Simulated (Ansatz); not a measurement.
The starting structures come from a database of crystals and need not be the phases stable at ambient conditions.

 Where the default PAW files enter, the runs use the earlier of Ansatz's two default sets.

By PBEsol, the system below comes out a metal.

Data:

```yaml
crystal:
  lattice:
    - [3.98774, 0.00000, 0.00000]
    - [-1.99387, 3.45349, 0.00000]
    - [1.99387, 1.15116, 3.25598]
  atoms:
    - { symbol: In, position: [0.00000, 0.50000, 0.50000] }
    - { symbol: As, position: [0.00000, 0.00000, 0.00000] }
```

Space group of this cell: Fm-3m, rock salt. The cell is strained (all lengths scaled by 0.98); by PBEsol its mean pressure is 0.5 GPa.

The current flows along the normal of the first two printed cell vectors, the (111) plane of the conventional cell. No spin-orbit coupling; the value is a mean over 0.1 eV about the Fermi level.

Task: Predict the ballistic conductance per area from PBEsol (Ansatz, a first-principles code).

Result: 0.87 × 10¹⁵ S/m² for both spins.
